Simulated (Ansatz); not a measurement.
Base system: ZnS in the wurtzite structure (space group P6_3mc, No. 186; a = 3.738 Å, c = 6.143 Å). Axes: x lies along a and z along c of the hexagonal cell.

The values are results of plane-wave PAW DFT at the LDA level (Ansatz, a first-principles code, 420 eV), spin-orbit coupling left out, not measurements.

Before the change:

| Item | Value |
|---|---|
| Valence-band top at Γ | 0.00, 0.00, -0.10 eV |
| Electron mass | 0.15 mₑ along c, 0.18 mₑ across (at Γ) |

Modification: biaxial strain −2.40 %, plane normal [001], relaxed out of plane (Cartesian); in-plane vectors clamped, the third vector and the atoms free.

Problem. Estimate the effect on the valence-band top at Γ.

Solution. The valence-band top at Γ (three highest levels, from the VBM) changes from 0.00, 0.00, -0.10 eV to 0.00, 0.00, -0.36 eV.

Problem. What does the calculation give for the electron mass after the change?

Solution. The electron mass goes from 0.15 mₑ along c, 0.18 mₑ across (at Γ) to 0.14 mₑ out of plane, 0.20 mₑ in plane (at Γ).

The levels and masses belong to the bands next to the band gap. Masses are band curvatures over ±0.01 Å⁻¹ around the edge. Stability against distortions was not tested.
